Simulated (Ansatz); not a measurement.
Terminations of the (100) surface of fcc Ni, ferromagnetic, measured from the surface 'clean 1x1'. Atoms come from or go to: Al: fcc Al, Au: fcc Au, Cr: bcc Cr, antiferromagnetic, Ga: alpha gallium, Ir: fcc Ir, Mn: fcc-type Mn, layered antiferromagnet, Ni: fcc Ni, ferromagnetic, Os: hcp Os, Rh: fcc Rh, Zn: hcp Zn. ΔE is the energy of forming the row's surface from that one (negative: more stable at these reservoirs); the vacuum level's shift is aligned on the shared bottom. No zero-point or thermal terms. These are constructed structures in small cells; real faces may alloy, dewet or reconstruct in larger ones, and not all known structures of the face are among them. Slabs of about 9 Å with all that they carry, Fermi-Dirac smearing of 0.1 eV. Bottom of the slabs: a bare face, its two planes held. Relaxed from the named starts with such symmetry as they have, on meshes of like density; energies extrapolated to zero smearing; no spin-orbit coupling, no U. Spin-polarised runs, if any, are marked in brackets, and their order is one that fits the cell; the others ran without spin. Where a second, spin-polarised start was run, the lower counts. A dash marks a value that is undefined for that row (no clear gap, or no work function of a gapped slab) or was not read reliably on its mesh.

Method: PBE (plane waves to 420 eV, PAW; Ansatz, an electronic-structure program).

```
surface                                                                   atoms added per 1x1  ΔE per 1x1 (eV)  shift of the vacuum level (eV)  work function (eV)
------------------------------------------------------------------------  -------------------  ---------------  ------------------------------  ------------------
a pseudomorphic layer of Ir in the host's stacking [spin, 3.7 μB a cell]                +1 Ir              ___                            0.66                5.56
a layer of Mn in place of the second plane [spin, 4.9 μB a cell]                 +1 Mn, -1 Ni            -0.02                           -0.30                4.61
a layer of Ga in place of the second plane [spin, 2.1 μB a cell]                 +1 Ga, -1 Ni            -0.47                           -0.10                4.80
a pseudomorphic layer of Zn in the host's stacking [spin, 3.5 μB a cell]                +1 Zn              ___                           -0.56                4.34
a pseudomorphic layer of Os in the host's stacking [spin, 3.5 μB a cell]                +1 Os              ___                            0.59                5.49
a pseudomorphic layer of Cr in the host's stacking [spin, 3.6 μB a cell]                +1 Cr             0.64                            0.15                5.07
a layer of Ir in place of the second plane [spin, 2.8 μB a cell]                 +1 Ir, -1 Ni             0.46                            0.18                5.09
a layer of Cr in place of the second plane [spin, 2.1 μB a cell]                 +1 Cr, -1 Ni            -0.01                           -0.44                4.45
a layer of Al in place of the second plane [spin, 2.0 μB a cell]                 +1 Al, -1 Ni            -1.05                           -0.26                4.64
a layer of Os in place of the second plane [spin, 2.2 μB a cell]                 -1 Ni, +1 Os             0.65                           -0.11                4.81
a layer of Rh in place of the second plane [spin, 3.7 μB a cell]                 -1 Ni, +1 Rh              ___                            0.05                4.97
a layer of Au in place of the second plane [spin, 3.1 μB a cell]                 +1 Au, -1 Ni             0.99                            0.18                5.08
```

**Question.** Complete the blanks.

**Answer.** 
- a pseudomorphic layer of Ir in the host's stacking [spin, 3.7 μB a cell], ΔE per 1x1 (eV): 0.44
- a pseudomorphic layer of Zn in the host's stacking [spin, 3.5 μB a cell], ΔE per 1x1 (eV): -0.68
- a pseudomorphic layer of Os in the host's stacking [spin, 3.5 μB a cell], ΔE per 1x1 (eV): 0.88
- a layer of Rh in place of the second plane [spin, 3.7 μB a cell], ΔE per 1x1 (eV): 0.34
